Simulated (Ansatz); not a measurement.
**Smallest direct gap on the k points sampled of MgZrO₃ (model structure, started from the LiNbO3 type, R3c, No. 161, 10 atoms in the cell) at several levels of theory**

No measured value is used here.

| level (code) | value (eV) |
|---|---|
| LDA (Ansatz) | 4.75 |
| PBE+SOC (Ansatz) | 4.82 |
| PBEsol+SOC (Ansatz) | 4.76 |
| r²SCAN+SOC (Ansatz) | 5.36 |
| HSE06 (Ansatz) | 6.53 |

Computed values are for a static lattice. Spin–orbit coupling is included only where a level's name says +SOC; with heavier elements it mostly lowers gaps and can invert bands.  Values are at the PBEsol cell. Cutoffs and k meshes differ between the levels. Ansatz's density-functional and Hartree–Fock values are scalar-relativistic unless marked +SOC, with PAW data made under PBE.

A model structure was made by putting elements into a prototype or built by hand; it is no filed structure, need not be a known phase, and can be a saddle point held by its symmetry.

Ansatz is a first-principles code.
